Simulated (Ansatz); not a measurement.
Consider ZnSe in the zinc blende structure (space group F-43m, No. 216; a = 5.6661 Å). Axes: x, y, z lie along the cube axes.

Method: DFT with r2SCAN, PAW potentials and a 500 eV plane-wave cutoff in Ansatz (an electronic-structure program), without spin-orbit coupling, earlier PAW set.

It is then changed as follows: uniaxial strain ε_zz = −4.05 %, all other strain components held at zero, atoms relaxed at fixed cell.

Q: Predict the stress tensor and what it implies for the stiffness.

A: Stress of the strained cell less that of the base (GPa, compression positive):
```
   2.46    0.00    0.00
   0.00    2.46    0.00
   0.00    0.00    3.81
```

Then −Δσ_ii/ε with ε = -0.0405 gives secant stiffness values (nonlinear terms included at this strain): C33 ≈ 94 GPa, C13 ≈ 61 GPa and C23 ≈ 61 GPa.

As a check, the harmonic strain energy −½ V₀ Δσ:ε is 11 meV/atom; the computed energy rise is 11 meV/atom.

Stability against distortions was not tested.
